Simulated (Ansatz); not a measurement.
The starting structures come from a database of crystals and need not be the phases stable at ambient conditions.

Tunnelling through a barrier is set by its complex band structure: the current falls as exp(−2κd) with the smallest κ.

Given:

```
CELL_PARAMETERS angstrom
      5.97188     0.00000     0.00000
      0.00000     8.44551     0.00000
      0.00000     4.22276     4.22276
ATOMIC_POSITIONS crystal
  Nb 0.00000 0.00000 0.00000
  Cu 0.50000 0.00000 0.00000
  Cu 0.00000 0.50000 0.50000
  Cu 0.00000 0.00000 0.50000
  Te 0.74351 0.25649 0.48702
  Te 0.25649 0.25649 0.00000
  Te 0.74351 0.74351 0.51298
  Te 0.25649 0.74351 0.00000
```

Space group of this cell: P-43m. The cell is taken as given; by PBEsol its mean pressure is -2.2 GPa.

Transport runs along the normal of the first two printed cell vectors, the (110) plane of the conventional cell.

No gap correction and no spin-orbit coupling; mid-gap values are interpolated between computed energies.

### Question
Give the band gap and the smallest decay constant κ at mid-gap that PBEsol run with Ansatz (a program for electronic structure) yields.

### Answer
Gap 0.94 eV on a 8×8×8 mesh; κ = 0.163 1/Å, at (0.500, 0.000) of the in-plane reciprocal vectors. At the zone centre, at the nearest computed energy, the slowest state has κ = 0.20 1/Å.
